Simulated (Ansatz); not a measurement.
# FeNi3 in the Cu3Au type structure (space group Pm-3m, No. 221; ferromagnetic)

```xyz
4
Lattice="3.5445 0.0000 0.0000 0.0000 3.5445 0.0000 0.0000 0.0000 3.5445" Properties=species:S:1:pos:R:3 pbc="T T T"
Ni     0.0000     1.7723     1.7723
Ni     1.7723     1.7723     0.0000
Ni     1.7723     0.0000     1.7723
Fe     0.0000     0.0000     0.0000
```

Level of theory: PBE in Ansatz (plane waves to 420 eV, PAW, no spin-orbit coupling), earlier PAW set. Settings: 13×13×13 k-points, 0.05 eV Fermi–Dirac smearing.

| Quantity | Value |
|---|---|
| Volume per atom | 11.13 Å³ |
| Density | 8.65 g/cm³ |
| Band gap | zero |
| Magnetic state | ferromagnetic |
| Total energy | -5500.005 eV/atom (σ→0; compares only within this code and set-up) |

Other magnetic orders, which the real material may have, were not ruled out. No phonon test of stability was made.

Ansatz is a first-principles code.
